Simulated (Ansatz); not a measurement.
We consider V₂O₅ (C2/c, No. 15, 14 atoms in the cell; start mp-542844), described by r²SCAN (PAW; Ansatz, a first-principles code).

Settings: plane-wave cutoff 500 eV, 10×10×8 k mesh (along the axes of the cell as run), Fermi–Dirac smearing 0.05 eV, no spin polarisation, scalar-relativistic PAW data made under PBE.

Cell (relaxed at this level):

```
CELL_PARAMETERS angstrom
      5.92347    -2.32328    -0.01537
      5.92347     2.32328    -0.01537
     -1.26393     0.00000     5.19163
ATOMIC_POSITIONS crystal
  V  0.61973 0.09763 0.75994
  V  0.38027 0.90237 0.24006
  V  0.90237 0.38027 0.74006
  V  0.09763 0.61973 0.25994
  O  0.32823 0.45292 0.51796
  O  0.67177 0.54708 0.48204
  O  0.54708 0.67177 0.98204
  O  0.45292 0.32823 0.01796
  O  0.13588 0.27189 0.13263
  O  0.86412 0.72811 0.86737
  O  0.72811 0.86412 0.36737
  O  0.27189 0.13588 0.63263
  O  0.88535 0.11465 0.75000
  O  0.11465 0.88535 0.25000
```

Task: Predict the band gap.

Result: 
band gap: 1.65 eV (on the SCF k mesh)

Note: the relaxation could not lower the start's symmetry, so the cell can be a saddle point above a distorted one.

The computed numbers hold no vibrational or temperature effects.

It cost around 30 core-minutes (rough) of CPU time.

A start named mp-… is a Materials Project structure, which need not be a measured phase.
